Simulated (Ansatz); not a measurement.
BeS, response to strain

Take BeS in the zinc blende structure (space group F-43m, No. 216) as the base.

```yaml
crystal:
  lattice:
    - [0.00000, 2.43431, 2.43431]
    - [2.43431, 0.00000, 2.43431]
    - [2.43431, 2.43431, 0.00000]
  atoms:
    - { symbol: Be, position: [0.00000, 0.00000, 0.00000] }
    - { symbol: S, position: [0.25000, 0.25000, 0.25000] }
```

Cartesian axes are those of the cell as printed.

Strains are applied to the cell and any free atomic positions relax; under biaxial strain the out-of-plane vector relaxes too.

Level of theory: plane-wave PAW DFT at the r2SCAN level (Ansatz, an electronic-structure program, 500 eV), spin-orbit coupling left out.

Notes on the quantities. energy relative to the base: free energy F.

```csv
"biaxial strain, plane normal [111], relaxed out of plane (%)",energy relative to the base (meV/atom)
-2.5,14.2
-2.08,9.7
-1.67,6.2
-1.25,3.4
-0.83,1.5
-0.42,?
0,0.0
```

Task: Fit ΔE = Aε² + Bε³ (ε in %) to the rows shown and predict the withheld row.

Result: Least squares on the printed values gives A = 2.11 and B = -0.066 meV/atom (largest residual 0.0 meV/atom); this predicts 0.4 meV/atom, and the run gives 0.4 meV/atom, in agreement.

Whether these cells are dynamically stable was not tested.
